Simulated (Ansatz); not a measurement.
## Al: isotropic strain +1.50 %

The reference is Al in the fcc (Cu type) structure (space group Fm-3m, No. 225; a = 4.0412 Å; relaxed with 0.1 eV smearing).

Perturbation: the cell is scaled by 1.0150 in all directions, atoms relaxed at fixed cell.

Method: Ansatz (a first-principles code) PBE, without spin-orbit coupling. Γ-centred 28×28×28 mesh, Fermi–Dirac width 0.1 eV.

The volume per atom grows by 0.75 Å³, from 16.50 Å³ to 17.25 Å³ and the space group remains Fm-3m (No. 225). The shortest interatomic distance rises by 0.0429 Å to 2.900 Å and the energy goes up by 7.7 meV/atom. The band gap remains zero.

Final structure:

```
Al
1.0
    0.00000     2.05093     2.05093
    2.05093     0.00000     2.05093
    2.05093     2.05093     0.00000
Al
1
Cartesian
  0.00000   0.00000   0.00000
```

No phonon test of stability was made.
